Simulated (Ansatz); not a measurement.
Abridged Ansatz (a program for electronic structure) output:

```
Pseudopotential: Li, paw, valence charge 3
Pseudopotential: C, paw, valence charge 4
Crystal: 4 atoms, lattice volume = 45.537 Å³
Basis set: ecut = 420 eV, 889 PW (Γ), exchange–correlation on 54×54×54 points (8 copies of the dense FFT grid, shifted against one another)
Bands: 11, of which v1, the nominal top of the filled ones, is band 7 counted from 1 (6 counted from 0)
Symmetry: 8 space group operations
k-points: 216 of 1331
Functional: x = pbesol(κ = 0.804, μ = 0.12345679012345678), c = pbesol(β = 0.046)
SCF iter   1: F=—  HF=-899.123151 eV  |F-HF|=—  |Δ(HF+E_count)|=         —  Δρ=6.05e-3  dr2=2.08e-2  ethr=1.77e-3  ⟨swp⟩=4.6  Hψ=12687  notcnv=0
SCF iter   2: F=—  HF=-899.117807 eV  |F-HF|=—  |Δ(HF+E_count)|=   5.34e-3  Δρ=1.45e-3  dr2=6.18e-4  ethr=1.48e-4  ⟨swp⟩=2.5  Hψ=5792  notcnv=0
SCF 1 converged in 7 iterations: F = -899.117996 eV  dr2 = 1.87e-11
SCF converged after 7 iterations
Free energy (F): -899.117996 eV
Internal energy: -899.117996 eV  (E = F + TS)
E sigma→0 (E₀):  -899.117996 eV
Fermi energy:    2.858946 eV
--- Forces (eV/Å), atoms counted from 1 ---
  atom   1  Li     0.00000000     0.00000000     0.00006325
  atom   2  Li     0.00000000     0.00000000    -0.00006325
  atom   3  C      0.00000000     0.00002504     0.00000000
  atom   4  C      0.00000000    -0.00002504     0.00000000
--- Stress (GPa, compression-positive) ---
        0.000036       0.000000       0.000000
        0.000000      -0.000299       0.000000
        0.000000       0.000000      -0.000957
  P = ⅓ Tr σ = -0.0004 GPa (-0.004 kbar)
```

**Question.** What was computed, and what are the main results?

**Answer.** LiC, 4 atoms in the cell, with PBEsol (Ansatz, PAW, no SOC). The last SCF converged to F = -899.117996 eV, or -224.7795 eV per atom, at a pressure of 0.00 GPa. The total energy compares only with runs of the same code, potentials and settings.

Stability against distortions was not tested. The cell is LiC (space group Immm, No. 71).
